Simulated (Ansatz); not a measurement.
# A constructed model of the (110) surface of bcc Nb, a layer of Sc in place of the third plane (bottom of the slab: a bare face, its two planes held)

Level of theory: PBE (plane waves to 420 eV, PAW; Ansatz, an electronic-structure program).

Model: 6-atom slab, 11.8 Å thick at the start, 14x14x1 mesh, Fermi-Dirac 0.1 eV, dipole correction, 2 atoms held, the rest relaxed; start symmetry kept, larger cells not searched; no spin, no spin-orbit, no U. In PBE it is, or lies within 0.01 eV a 1x1 cell of, the lowest of the 2 structures of its composition computed so far; larger cells were not tried.

The work function of the top face is 4.47 eV and the energy released by relaxation is 0.18 eV. The cost is around 110 core-seconds (rough).
